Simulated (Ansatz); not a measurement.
**Effect of Sn → Ti on ZnCu2SnSe4**

Consider ZnCu$_{2}$SnSe$_{4}$ (space group I-4, No. 82; a = 5.658 Å, c = 11.318 Å).

One thing is altered: full substitution Sn → Ti; the structure is relaxed again.

Level of theory: PBEsol in Ansatz (plane waves to 420 eV, PAW, no SOC). Settings: 8×8×8 k-points, 0.05 eV Fermi–Dirac smearing.

```csv
quantity,base,changed,shift
volume per atom,22.65 Å³,21.42 Å³,-1.23 Å³
density,5.75 g/cm³,5.39 g/cm³,-0.36 g/cm³
lattice parameter a,5.658 Å,5.558 Å,-0.100 Å
c/a ratio,2.000,1.996,-0.004
space group,I-4 (No. 82),I-4 (No. 82),–
shortest interatomic distance,2.384 Å,2.383 Å,-0.001 Å
band gap,zero,0.55 eV,–
gap character,absent,"indirect, X → M",–
smallest direct gap,zero,0.91 eV,–
electron mass,–,"0.45 mₑ along k, 0.97 mₑ across (at M)",–
```

Final structure:

```
CELL_PARAMETERS angstrom
     -2.77897     2.77897     5.54703
      2.77897    -2.77897     5.54703
      2.77897     2.77897    -5.54703
ATOMIC_POSITIONS crystal
  Cu 0.00000 0.00000 0.00000
  Cu 0.75000 0.25000 0.50000
  Zn 0.25000 0.75000 0.50000
  Ti 0.50000 0.50000 0.00000
  Se 0.63162 0.62316 0.50340
  Se 0.11976 0.12822 0.49660
  Se 0.37684 0.88024 0.00846
  Se 0.87178 0.36838 0.99154
```

Effective masses come from finite differences of ±0.01 Å⁻¹. Along k means along the line from Γ to the band edge. Whether these cells are dynamically stable was not tested. As relaxed here, TiZnCu2Se4 is a hypothetical phase, not in the database extracts checked. All final runs are without spin polarisation. Gaps under 0.05 eV, about the width of the smearing, are given as zero. A zero or small gap of ZnCu2SnSe4 can be the functional's error rather than a property of the material.

Ansatz is a quantum-chemistry and plane-wave program.
